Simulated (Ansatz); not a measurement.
Consider KTaO3 in the cubic perovskite structure (space group Pm-3m, No. 221; a = 4.024 Å).

Now apply this change: a hydrostatic pressure of 4.2 GPa.

Levels (all Ansatz, a quantum-chemistry and plane-wave program, PAW): PBE (420 eV, scalar-relativistic without spin-orbit coupling); r2SCAN (500 eV, no SOC); HSE06 (420 eV, no SOC); PBE+SOC (420 eV, spin-orbit coupling included).

One geometry, relaxed with PBE, under each level:

Notes on the quantities. electron mass: degenerate bands, along [100]; hole mass: degenerate bands, along [100].

```tsv
level	band gap	lowest conduction level above the VBM at special points	electron mass	hole mass	pressure
PBE	2.21 eV	Γ 2.21 eV; X 2.36 eV; M 5.05 eV; R 6.46 eV	–	–	4.20 GPa
r2SCAN	2.61 eV	Γ 2.61 eV; X 2.76 eV; M 5.45 eV; R 6.88 eV	–	–	-0.90 GPa
HSE06	[?]	[?]	–	–	–
PBE+SOC	2.07 eV	Γ 2.07 eV; X 2.35 eV; M 4.90 eV; R 6.31 eV	0.26, 0.74 mₑ (at Γ)	1.0, 2.8 mₑ (at R)	4.00 GPa
```

Problem. Give the withheld HSE06 results.

Solution. 
- HSE06, band gap: 3.56 eV
- HSE06, lowest conduction level above the VBM at special points: Γ 3.56 eV; X 3.73 eV; M 6.63 eV

Single points use the geometry relaxed with PBE. Their cutoffs differ, which shifts pressures a little. HSE06 gaps are upper bounds (no full band path). Differences between runs with and without spin-orbit coupling are approximate. With Ta present, leaving out spin-orbit coupling can change the band edges. Load acts through the strain it causes; cell and atoms are relaxed under it. Effective masses come from finite differences of ±0.01 Å⁻¹. Stability against distortions was not tested.
